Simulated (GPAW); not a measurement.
Input and output of a self-consistent single point for HfMg6Sn (P1, 8 atoms in the cell) (GPAW).

Method: PBEsol, GPAW PAW datasets PBEsol (made by gpaw-setup) (plane waves; GPAW).

The change in words: atoms moved at random. Reference geometry:
```
CELL_PARAMETERS angstrom
      4.98242     0.00000     0.00000
      0.00000     3.25551     5.52429
      0.00000    -3.25551     5.52429
ATOMIC_POSITIONS crystal
  Mg 0.50000 0.33261 0.83375
  Mg 0.50000 0.83375 0.33261
  Mg 0.50000 0.33298 0.33298
  Mg 0.00000 0.17340 0.66390
  Mg 0.00000 0.66390 0.17340
  Mg 0.00000 0.16599 0.16599
  Hf 0.00000 0.66911 0.66911
  Sn 0.50000 0.82826 0.82826
```

Reference input (self-consistent single point, DFT PBEsol, plane waves, GPAW PAW datasets PBEsol (made by gpaw-setup)): mode = pw; ecut = 800 eV; xc = PBEsol; kpts = 4 3 3; mesh shift (steps) = 0 0 0; occupations.name = methfessel-paxton; occupations.width = 0.2 eV; occupations.order = 0; nbands = -12; symmetry.symmorphic = false; symmetry.tolerance = 0.0005; maxiter = 150. This run's input differs from it in these lines:

```diff
@@ -8,10 +8,10 @@
                     [0.000000, -3.255515, 5.524290]],
-              scaled_positions=[[0.500000, 0.332610, 0.833750],
-                                [0.500000, 0.833750, 0.332610],
-                                [0.500000, 0.332980, 0.332980],
-                                [0.000000, 0.173400, 0.663900],
-                                [0.000000, 0.663900, 0.173400],
-                                [0.000000, 0.165990, 0.165990],
-                                [0.000000, 0.669110, 0.669110],
-                                [0.500000, 0.828260, 0.828260]],
+              scaled_positions=[[0.490150, 0.340023, 0.827191],
+                                [0.500861, 0.840866, 0.328371],
+                                [0.503787, 0.324237, 0.338919],
+                                [-0.001796, 0.169407, 0.665669],
+                                [-0.009818, 0.669305, 0.167118],
+                                [0.004219, 0.157981, 0.165249],
+                                [0.007618, 0.667009, 0.671867],
+                                [0.504979, 0.831172, 0.835618]],
               pbc=True)
```

Output (repeated stretches shortened):

```
     iter     time        total  log10-change:
                         energy   eigst   dens
iter:   1 --:--:--   -23.612351
iter:   2 --:--:--   -23.702113   -0.46  -1.49
iter:   3 --:--:--   -23.472747   -0.99  -1.51
iter:   4 --:--:--   -23.491395   -1.68  -1.89
iter:   5 --:--:--   -23.481439c  -2.26  -2.03
iter:   6 --:--:--   -23.479843c  -2.88  -2.36
iter:   7 --:--:--   -23.472285c  -3.40  -2.46
iter:   8 --:--:--   -23.468913c  -3.31  -2.63
iter:   9 --:--:--   -23.467414c  -4.30  -2.92
   [... 2 lines left out ...]
iter:  12 --:--:--   -23.467238c  -5.99  -3.48
iter:  13 --:--:--   -23.467244c  -6.09  -3.53
iter:  14 --:--:--   -23.467239c  -6.71  -3.62
iter:  15 --:--:--   -23.467215c  -6.17  -3.70
iter:  16 --:--:--   -23.467218c  -7.52c -3.98
iter:  17 --:--:--   -23.467203c  -7.10  -4.03c
iter:  18 --:--:--   -23.467191c  -7.13  -4.14c
iter:  19 --:--:--   -23.467183c  -7.27  -4.24c
iter:  20 --:--:--   -23.467179c  -7.49c -4.44c
Converged after 20 iterations.

Dipole moment: (-0.526229, -0.051015, 3.050715) |e|*Ang

Energy contributions relative to reference atoms: (reference = -610324.390652)

Kinetic:         -6.523762
Potential:      +14.853562
External:        +0.000000
XC:             -30.975765
Entropy (-ST):   -0.128643
Local:           -0.756893
SIC:             +0.000000
--------------------------
Free energy:    -23.531501
Extrapolated:   -23.467179

Showing only first 2 kpts
 Kpt  Band  Eigenvalues  Occupancy
  0    41      3.74260    2.00000
  0    42      4.67688    1.98414
  0    43      5.15503    0.33262
  0    44      6.18635    0.00000

  1    41      4.47510    1.99988
  1    42      4.94384    1.40005
  1    43      5.08559    0.63274
  1    44      5.64018    0.00001

Fermi level: 5.01801

No gap
   [... lines left out ...]
  2 Mg   -0.09745    0.12655    0.01543
  3 Mg    0.02258    0.04855    0.00158
  4 Mg    0.21870   -0.18745   -0.04012
  5 Mg   -0.09206    0.10427    0.17618
  6 Hf   -0.24335    0.16971    0.12678
  7 Sn   -0.10732    0.01073   -0.25371

Stress tensor:
     0.006438     0.000604     0.001122
     0.000604     0.006506    -0.000573
     0.001122    -0.000573     0.008695
Stress (GPa, Voigt): [ 1.0315  1.0424  1.3931 -0.0919  0.1797  0.0968]
```

The run converged in 20 iterations. GPAW prints stress with tension positive. Against the reference run the free energy goes up by 5.9 meV/atom, the pressure hardly changes (-1.20 to -1.16 GPa) and the largest force goes from 0.134 to 0.323 eV/Å.

The starting cell comes from a database of computed structures (which also holds hypothetical and non-ambient phases and stackings), without a prior relaxation at this level. For this run, on top of that: atoms moved at random.

Cost on one core of a shared machine: roughly 3 min.
